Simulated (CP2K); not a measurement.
Input and output of a self-consistent single point for KI (Fm-3m, 2 atoms in the cell) (CP2K).

Computed with CP2K 2026.2 with TPSS, GPW, DZVP-MOLOPT-SCAN-GTH basis, GTH-SCAN potentials (POTENTIAL_UZH).

```xyz
2
Lattice="5.1190 0.0000 0.0000 2.5595 4.4332 0.0000 2.5595 1.4777 4.1796" Properties=species:S:1:pos:R:3 pbc="T T T"
K      0.0000     0.0000     0.0000
I      5.1190     2.9554     2.0898
```

Reference input (self-consistent single point, DFT PBE, GPW, DZVP-MOLOPT-PBE-GTH basis, GTH-PBE potentials (POTENTIAL_UZH)): CUTOFF = 500 Ry; REL_CUTOFF = 50 Ry; KPOINTS/SCHEME = MONKHORST-PACK 6 6 6; GAMMA_CENTERED = T; XC_FUNCTIONAL = PBE; K/BASIS_SET = DZVP-MOLOPT-PBE-GTH-q9; K/POTENTIAL = GTH-PBE-q9; I/BASIS_SET = DZVP-MOLOPT-PBE-GTH-q7; I/POTENTIAL = GTH-PBE-q7; METHOD = GPW; EPS_DEFAULT = 1e-10; NGRIDS = 5. This run's input differs from it in these lines:

```diff
@@ -16,3 +16,3 @@
     &MGRID
-      CUTOFF 500
+      CUTOFF 800
       REL_CUTOFF 50
@@ -40,3 +40,3 @@
     &XC
-      &XC_FUNCTIONAL PBE
+      &XC_FUNCTIONAL TPSS
       &END XC_FUNCTIONAL
@@ -71,8 +71,8 @@
     &KIND K
-      BASIS_SET DZVP-MOLOPT-PBE-GTH-q9
-      POTENTIAL GTH-PBE-q9
+      BASIS_SET DZVP-MOLOPT-SCAN-GTH-q9
+      POTENTIAL GTH-SCAN-q9
     &END KIND
     &KIND I
-      BASIS_SET DZVP-MOLOPT-PBE-GTH-q7
-      POTENTIAL GTH-PBE-q7
+      BASIS_SET DZVP-MOLOPT-SCAN-GTH-q7
+      POTENTIAL GTH-SCAN-q7
     &END KIND
```

The program printed (abridged):

```
 SCF WAVEFUNCTION OPTIMIZATION

  Step     Update method      Time    Convergence         Total energy    Change
     1 NoMix/Diag. 0.40E+00      -     0.88848859       -39.7818336954 -3.98E+01
     2 Broy./Diag. 0.40E+00      -     0.00858899       -39.6363018103  1.46E-01
     3 Broy./Diag. 0.40E+00      -     0.05208059       -39.7263388996 -9.00E-02
     4 Broy./Diag. 0.40E+00      -     0.00287334       -39.8233919434 -9.71E-02
     5 Broy./Diag. 0.40E+00      -     0.00264126       -39.8337458571 -1.04E-02
     6 Broy./Diag. 0.40E+00      -     0.00097486       -39.8271760277  6.57E-03
   [... 5 lines left out ...]
    12 Broy./Diag. 0.40E+00      -     0.00000866       -39.8192302029 -2.71E-05
    13 Broy./Diag. 0.40E+00      -     0.00000894       -39.8192611371 -3.09E-05
    14 Broy./Diag. 0.40E+00      -     0.00000176       -39.8192769692 -1.58E-05
    15 Broy./Diag. 0.40E+00      -     0.00000052       -39.8192765546  4.15E-07
  *** SCF run converged in    15 steps ***

  Overlap energy of the core charge distribution:               0.00000000000000
  Self energy of the core charge distribution:                -84.49583463565233
  Core Hamiltonian energy:                                     19.00475553136376
  Hartree energy:                                              32.32628925294175
  Exchange-correlation energy:                                 -6.65448670322106

  Total energy:                                               -39.81927655456788

 ENERGY| Total FORCE_EVAL ( QS ) energy [hartree]            -39.819276795628390

 FORCES| Atomic forces [hartree/bohr]
 FORCES|   Atom     x               y               z               |f|
 FORCES|      1  9.75818107E-14  1.49949771E-13 -7.49220853E-14   1.93959951E-13
   [... lines left out ...]

 STRESS| Analytical stress tensor [bar]
 STRESS|                        x                   y                   z
 STRESS|      x       -2.05650122499E+03  -8.65008299176E-01  -6.11656190591E-01
 STRESS|      y       -8.65008299176E-01  -2.05550553370E+03  -3.52681278288E-01
 STRESS|      z       -6.11656190591E-01  -3.52681278288E-01  -2.05524973427E+03
 STRESS| 1/3 Trace                                            -2.05575216432E+03
```

The run converged in 15 iterations. Against the reference run the pressure goes from -0.37 to -0.21 GPa and the gap on the mesh goes from 3.648 to 4.098 eV.

The starting cell comes from a database of computed structures (which also holds hypothetical and non-ambient phases and stackings), without a prior relaxation at this level. Its lattice was rescaled by a random factor within 2.5 % of one. Spin-orbit coupling is off. Values carry the incompleteness of an atom-centred basis. The potentials were made for another functional than the one used.

Cost on one core of a shared machine: roughly 40 s.
